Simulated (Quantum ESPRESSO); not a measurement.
Worked example: self-consistent single point of Si (Fd-3m, 2 atoms in the cell) in Quantum ESPRESSO.

Level of theory: PBE, PseudoDojo standard norm-conserving (PBE) pseudopotentials (plane waves; Quantum ESPRESSO 7.5).

```
Si
1.0
    0.00000     2.78418     2.78418
    2.78418     0.00000     2.78418
    2.78418     2.78418     0.00000
Si
2
Cartesian
  1.39209   1.39209   1.39209
  0.00000   0.00000   0.00000
```

Reference input (self-consistent single point, DFT, PBE, plane waves, PseudoDojo standard norm-conserving (PBE) pseudopotentials): ecutwfc = 40 Ry; occupations = fixed; potentials = {Si: Si.upf}; K_POINTS = automatic 5 5 5 0 0 0; nbnd = 6; conv_thr = 1e-10 Ry; mixing_beta = 0.5. This run's input differs from it in these lines:

```diff
@@ -25,3 +25,3 @@
 K_POINTS automatic
-5 5 5  0 0 0
+11 11 11  0 0 0
 CELL_PARAMETERS angstrom
```

Output, abridged:

```
     Self-consistent Calculation

     iteration #  1     ecut=    40.00 Ry     beta= 0.50

     Threshold (ethr) on eigenvalues was too large:
     Diagonalizing with lowered threshold

     total energy              =     -16.92315835 Ry
     estimated scf accuracy    <       0.04876270 Ry

     iteration #  2     ecut=    40.00 Ry     beta= 0.50

     total energy              =     -16.92237169 Ry
     estimated scf accuracy    <       0.00940810 Ry

     iteration #  3     ecut=    40.00 Ry     beta= 0.50

     total energy              =     -16.92282839 Ry
     estimated scf accuracy    <       0.00011597 Ry

   [... 3 blocks of this kind left out ...]

     iteration #  7     ecut=    40.00 Ry     beta= 0.50

     total energy              =     -16.92287552 Ry
     estimated scf accuracy    <          1.8E-10 Ry

     iteration #  8     ecut=    40.00 Ry     beta= 0.50
     End of self-consistent calculation

     highest occupied, lowest unoccupied level (ev):     5.4687    6.1962

!    total energy              =     -16.92287552 Ry
     estimated scf accuracy    <          4.8E-11 Ry

     convergence has been achieved in   8 iterations

     Forces acting on atoms (cartesian axes, Ry/au):

     atom    1 type  1   force =     0.00000000    0.00000000   -0.00000000
     atom    2 type  1   force =    -0.00000000   -0.00000000    0.00000000

     Total force =     0.000000     Total SCF correction =     0.000000

          total   stress  (Ry/bohr**3)                   (kbar)     P=      -42.48
  -0.00028875   0.00000000   0.00000000          -42.48        0.00        0.00
   0.00000000  -0.00028875  -0.00000000            0.00      -42.48       -0.00
  -0.00000000  -0.00000000  -0.00028875           -0.00       -0.00      -42.48

   JOB DONE.
```

The run converged in 8 iterations. Against the reference run the free energy falls by 30.6 meV/atom, the pressure goes from -4.13 to -4.25 GPa and the gap on the mesh goes from 0.695 to 0.728 eV. The full log also holds: “c_bands:  1 eigenvalues not converged”.

The starting cell comes from a database of computed structures (which also holds hypothetical and non-ambient phases and stackings), without a prior relaxation at this level. Its lattice was rescaled by a random factor within 2.5 % of one. With a pressure of about -4 GPa the cell is away from its equilibrium volume at this level.
